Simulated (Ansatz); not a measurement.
Functionals compared on the (11-21) surface of hcp Ti in its 1x1 cell, outermost plane spacing 0.70 Å in the ideal cut, in Ansatz (plane waves, PAW). The structure was relaxed with PBE; the other rows are single points on it, each with its references at the same level. Cutoff 420 eV (500 eV for r2SCAN).

Slab: 15 atoms, 9.8 Å thick at the start (thin: gaps and levels are the slab's own); k 8x8x1, smearing 0.1 eV, dipole-corrected; all atoms relaxed; held to the start's symmetry, so lower structures may exist; no spin, no spin-orbit, no U. These notes are the PBE run's.

| functional | surface energy (J/m²) | work function of the top face (eV) | rough cost of the single point |
|---|---|---|---|
| PBE | 2.02 | 3.48 | – |
| LDA | 2.29 | 3.71 | about 4 core-minutes (a rough figure) |
| PBEsol | 2.21 | 3.54 | very roughly 3 core-minutes |
| RPBE | ___ | ___ | roughly 3 core-minutes |
| r2SCAN | 2.18 | 3.46 | around 5 core-minutes (rough) |

Fill in the missing entries.


- RPBE, surface energy (J/m²): 1.87
- RPBE, work function of the top face (eV): 3.34

Ansatz is a quantum-chemistry and plane-wave program.
